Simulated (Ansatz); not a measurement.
## WSe2, response to strain

The reference is WSe2 (space group P6_3/mmc, No. 194; a = 3.279 Å, c = 12.786 Å; layered, stacked along the Cartesian z axis).

Strains are applied to the cell and any free atomic positions relax.

All numbers come from Ansatz (a first-principles code), PBE-D3(BJ), PAW, cutoff 420 eV, without spin-orbit coupling.

```json
[
 {"change": "base", "smallest direct gap": "1.57 eV", "shortest interatomic distance": "2.534 Å", "band gap": "0.87 eV"},
 {"change": "isotropic strain +0.60 %", "smallest direct gap": "1.50 eV", "shortest interatomic distance": "2.539 Å", "band gap": "0.90 eV"},
 {"change": "isotropic strain +1.20 %", "smallest direct gap": "1.44 eV", "shortest interatomic distance": "2.543 Å", "band gap": "0.93 eV"},
 {"change": "isotropic strain +1.80 %", "smallest direct gap": "1.38 eV", "shortest interatomic distance": "2.548 Å", "band gap": "0.97 eV"},
 {"change": "isotropic strain +2.40 %", "smallest direct gap": "1.32 eV", "shortest interatomic distance": "2.552 Å", "band gap": "0.99 eV"},
 {"change": "isotropic strain +3.00 %", "smallest direct gap": "1.27 eV", "shortest interatomic distance": "2.557 Å", "band gap": "0.94 eV"}
]
```

With W present, leaving out spin-orbit coupling can change the band edges. No phonon test of stability was made.
